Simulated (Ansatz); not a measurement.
Functionals compared on SiH3 on the 1x1 (111) surface of fcc Ni, ferromagnetic, one in a 2x2 cell, started at the site 'bridge Ni-Ni (span 2.5 Å)', in Ansatz (plane waves, PAW). The structure was relaxed with PBE; the other rows are single points on it, each with its references at the same level. Cutoff 420 eV.

Set-up: 20 atoms, 6.0 Å thick at the start under the adsorbate (thin: gaps and levels are the slab's own); mesh 7x7x1; 0.1 eV smearing; dipole correction on; 8 atoms held, the rest relaxed; no symmetry held; spin-polarised, no spin-orbit, no U, no dispersion correction. At the end it is bonded to 2 Ni. In PBE it is, or lies within 0.03 eV of, the lowest of the starts that converged. These notes are the PBE run's. Adsorption energies are against SiH4(g) − ½ H2(g). A negative adsorption energy means that the adsorbate is more stable on the surface than in its reference.

```json
[
 {"functional": "PBE", "adsorption energy (eV)": "-1.13", "work function of the top face (eV)": "4.74", "change of the work function (eV)": "-0.33", "magnetic moment of the cell (μB)": "9.61", "rough cost of the single point": "–"},
 {"functional": "RPBE", "adsorption energy (eV)": "(withheld)", "work function of the top face (eV)": "(withheld)", "change of the work function (eV)": "(withheld)", "magnetic moment of the cell (μB)": "9.76", "rough cost of the single point": "around 14 core-minutes (rough)"}
]
```

### Question
Fill in the missing entries.

### Answer

- RPBE, adsorption energy (eV): -0.72
- RPBE, work function of the top face (eV): 4.67
- RPBE, change of the work function (eV): -0.23

Ansatz is a program for electronic structure.
